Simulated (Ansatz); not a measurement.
Base system: Mg₂Ge in the anti-fluorite structure (space group Fm-3m, No. 225; a = 6.364 Å).

Method: Ansatz (a first-principles code) PBEsol, no SOC, earlier PAW set.

For the base:

| Quantity | Result |
|---|---|
| Electron mass | 0.54 mₑ along k, 0.18 mₑ across (at X) |
| Valley order | X along ⟨100⟩ 0.08 eV; Γ 1.03 eV; L along ⟨111⟩ 1.04 eV |

It is then changed as follows: hydrostatic tension (pressure −1 GPa).

What happens to the mean gap deformation potential ΔEg/Δln V?

The mean gap deformation potential ΔEg/Δln V amounts to +0.9 eV.

Estimate the effect on the electron mass.

The electron mass becomes 0.55 mₑ along k, 0.18 mₑ across (at X) (base: 0.54 mₑ along k, 0.18 mₑ across (at X)).

What happens to the valley order?

The valley order (the lowest conduction-band minima on the path, energy above the VBM, named in the base's zone) goes from X along ⟨100⟩ 0.08 eV; Γ 1.03 eV; L along ⟨111⟩ 1.04 eV to X along ⟨100⟩ 0.10 eV; Γ 0.92 eV; L along ⟨111⟩ 0.95 eV.

Load acts through the strain it causes; cell and atoms are relaxed under it. Masses are band curvatures over ±0.01 Å⁻¹ around the edge. Along k means along the line from Γ to the band edge. No phonon test of stability was made. The zero or small gap of Mg2Ge can change with the level of theory.
